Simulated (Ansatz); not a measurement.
Start from SnO2 in the rutile structure (space group P4_2/mnm, No. 136; a = 4.828 Å, c = 3.238 Å). Axes: x, y, z lie along a, b, c of the conventional cell.

Level of theory: PBE/PAW in Ansatz (a program for electronic structure), scalar-relativistic without spin-orbit coupling.

The change: every lattice vector is shortened by 0.60 %; the atoms relax in the strained cell.

**Question.** Predict the stress tensor and what it implies for the stiffness.

**Answer.** Stress of the strained cell less that of the base (GPa, compression positive):
```
   3.02    0.00    0.00
   0.00    3.02    0.00
   0.00    0.00    3.95
```

Then B = −ΔP/(ΔV/V₀) with ΔV/V₀ = -0.0179 gives secant stiffness values (nonlinear terms included at this strain): B (at held cell shape, above the free-shape value) ≈ 186 GPa.

Whether these cells are dynamically stable was not tested.
